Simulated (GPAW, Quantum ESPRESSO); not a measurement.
A GPAW input for a self-consistent single point of Ba3Te (I4/mmm, 4 atoms in the cell) (DFT PBEsol, plane waves, GPAW PAW datasets PBEsol (made by gpaw-setup)):

```python
from ase import Atoms
from ase.units import GPa
from gpaw import GPAW, PW

atoms = Atoms(['Ba', 'Ba', 'Ba', 'Te'],
              cell=[[-2.634847, 2.634847, 6.595427],
                    [2.634847, -2.634847, 6.595427],
                    [2.634847, 2.634847, -6.595427]],
              scaled_positions=[[0.750000, 0.250000, 0.500000],
                                [0.250000, 0.750000, 0.500000],
                                [0.500000, 0.500000, 0.000000],
                                [0.000000, 0.000000, 0.000000]],
              pbc=True)

calc = GPAW(mode=PW(600),
            xc='PBEsol',
            kpts={'size': (6, 6, 6), 'gamma': True},
            occupations={'name': 'methfessel-paxton', 'width': 0.272, 'order': 0},
            nbands=-8,
            convergence={'density': 1e-05},
            symmetry={'symmorphic': False, 'tolerance': 0.0005},
            maxiter=100)

atoms.calc = calc

energy = atoms.get_potential_energy()
print('Energy (eV):', round(energy, 6))
forces = atoms.get_forces()
print('Forces (eV/Ang):')
print(forces.round(5))
stress = atoms.get_stress()
print('Stress (GPa, Voigt):', (stress / GPa).round(4))
```

Problem. Translate this input to Quantum ESPRESSO.

Solution. This is the input that was run; spellings and numerical settings could be chosen otherwise.

```fortran
&CONTROL
  calculation = 'scf'
  prefix = 'scf'
  outdir = './tmp/'
  pseudo_dir = './'
  tprnfor = .true.
  tstress = .true.
/
&SYSTEM
  ibrav = 7
  A = 5.2696940000
  C = 13.1908540000
  nat = 4
  ntyp = 2
  ecutwfc = 40
  ecutrho = 200
  occupations = 'smearing'
  smearing = 'gaussian'
  degauss = 0.019992
/
&ELECTRONS
  conv_thr = 1e-10
  mixing_beta = 0.3
/
ATOMIC_SPECIES
Ba   137.3270  ba_pbesol_v1.uspp.F.UPF
Te   127.6000  te_pbesol_v1.uspp.F.UPF
ATOMIC_POSITIONS {angstrom}
Ba   -2.6348470000    0.0000000000    3.2977135000
Ba    0.0000000000    2.6348470000    3.2977135000
Ba    0.0000000000    0.0000000000    6.5954270000
Te    0.0000000000    0.0000000000    0.0000000000
K_POINTS {automatic}
6 6 6  0 0 0
```

Basis settings and potentials, where a program has them, do not carry over. This input uses DFT, PBEsol, plane waves, GBRV 1.5 ultrasoft (PBESOL) pseudopotentials. Both were run: pressure -0.98 GPa in GPAW and -1.14 in Quantum ESPRESSO.

On GPAW: the starting cell comes from a database of computed structures (which also holds hypothetical and non-ambient phases and stackings), without a prior relaxation at this level. Its lattice was rescaled by a random factor within 2.5 % of one. The run gives no clean gap (levels at the Fermi energy touch, overlap or are partly filled at this smearing), which alone does not show that the compound is a metal.

On Quantum ESPRESSO: the starting cell comes from a database of computed structures (which also holds hypothetical and non-ambient phases and stackings), without a prior relaxation at this level. Its lattice was rescaled by a random factor within 2.5 % of one. The run gives no clean gap (levels at the Fermi energy touch, overlap or are partly filled at this smearing), which alone does not show that the compound is a metal.
